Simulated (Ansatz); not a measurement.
Band structure of ZrN (Fm-3m, 2 atoms in the cell).

```xyz
2
Lattice="0.0000 2.3399 2.3399 2.3399 0.0000 2.3399 2.3399 2.3399 0.0000" Properties=species:S:1:pos:R:3 pbc="T T T"
Zr     2.3399     2.3399     2.3399
N      0.0000     0.0000     0.0000
```

Level of theory: PBE, PAW files (plane waves; Ansatz, a first-principles code).

Settings: kpoints.mp_grid.grid = 8 8 8; hamiltonian.xc = pbe; hamiltonian.pseudopotentials = {kind: paw} (the program's default PAW files); scf.occupations.method = fermi_dirac; scf.occupations.width = 0.05 eV; kpoints.band_path.npoints = 8.

The starting cell comes from a database of computed structures (which also holds hypothetical and non-ambient phases and stackings), without a prior relaxation at this level. Its lattice was rescaled by a random factor within 2.5 % of one.

Levels in eV from the Fermi level, bands 5 to 12:
```tsv
point	5	6	7	8	9	10	11	12
Γ	-15.99	-2.55	-2.55	-2.55	-0.37	-0.37	-0.37	1.45
X	-15.42	-4.57	-3.23	-3.10	-3.10	3.08	4.12	4.12
W	-14.92	-5.18	-4.65	-4.65	0.95	0.95	4.10	4.13
K	-14.95	-5.31	-4.69	-4.28	-0.66	3.13	3.36	4.60
L	-14.06	-7.34	-5.39	-5.39	2.76	2.81	2.81	4.47
U	-14.95	-5.31	-4.69	-4.28	-0.66	3.13	3.36	4.60
```

Bands cross the Fermi level along this path, so the cell is metallic at this level.

Keys are those of Ansatz 0.2.
